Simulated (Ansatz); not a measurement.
Base system: Rh in the fcc (Cu type) structure (space group Fm-3m, No. 225; a = 3.802 Å; relaxed with 0.1 eV smearing). Axes: x, y, z lie along the cube axes.

Structures relaxed with r2SCAN (Ansatz, a first-principles code, PAW, no spin-orbit coupling).

Base:

Simulated powder pattern, Cu Kα1, λ = 1.54056 Å (kinematic, ideal powder, no thermal factors, no anomalous dispersion; the 10 strongest lines at most, above 2 %, up to 2θ = 90°):

```csv
2θ (°),I/Imax (%),hkl
41.09,100,(111)
47.81,48,(200)
69.93,29,(220)
84.45,35,(311)
89.16,11,(222)
```

After one change:

Simulated powder pattern, Cu Kα1, λ = 1.54056 Å (kinematic, ideal powder, no thermal factors, no anomalous dispersion; the 10 strongest lines at most, above 2 %, up to 2θ = 90°):

| 2θ (°) | I/Imax (%) |
|---|---|
| 41.04 | 100 |
| 41.57 | 96 |
| 47.91 | 63 |
| 48.38 | 30 |
| 69.34 | 9.9 |
| 70.46 | 38 |
| 84.21 | 24 |
| 85.26 | 34 |
| 85.61 | 11 |
| 89.03 | 11 |

Task: Name the change that was made.
A) biaxial strain +2.53 %, plane normal [001], relaxed out of plane
B) biaxial strain −1.10 %, plane normal [110], relaxed out of plane
C) uniaxial strain ε_zz = −2.01 %
D) strain tensor (xx, yy, zz, yz, xz, xy) = (+0.13, −0.36, −2.64, −0.50, +0.45, −1.31) %

Result: B, biaxial strain −1.10 %, plane normal [110], relaxed out of plane. Its volume per atom is 13.53 Å³ against 13.73 Å³, and its space group is Immm (No. 71).

Whether these cells are dynamically stable was not tested. All final runs are without spin polarisation. Rh lies near a magnetic instability that expansion can trigger; it was not tested.
